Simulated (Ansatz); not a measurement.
Results of PBEsol (plane waves, PAW; Ansatz, a quantum-chemistry and plane-wave program) for NiAs-type NiSb.

Run with plane-wave cutoff 520 eV, 12×12×8 k mesh (along the axes of the cell as run), Fermi–Dirac smearing 0.1 eV, perturbation theory, force constants from a 6×6×2 q mesh, no spin polarisation, scalar-relativistic PAW data made under PBE.

Computed at the level's own relaxed cell.

```
CELL_PARAMETERS angstrom
      3.91620     0.00000     0.00000
     -1.95810     3.39153     0.00000
      0.00000     0.00000     5.06987
ATOMIC_POSITIONS crystal
  Ni 0.00000 0.00000 0.00000
  Ni 0.00000 0.00000 0.50000
  Sb 0.66667 0.33333 0.75000
  Sb 0.33333 0.66667 0.25000
```

Harmonic phonon frequencies (cm⁻¹; i marks an imaginary mode):

```
q point                                    frequencies
-------  ---------------------------------------------
Γ            0 0 0 136 136 137 137 149 165 216 216 266
A          80 80 80 80 127 127 188 188 188 188 207 207
K        81 81 117 123 123 143 170 183 183 205 205 276
```

No imaginary mode appears at these points.
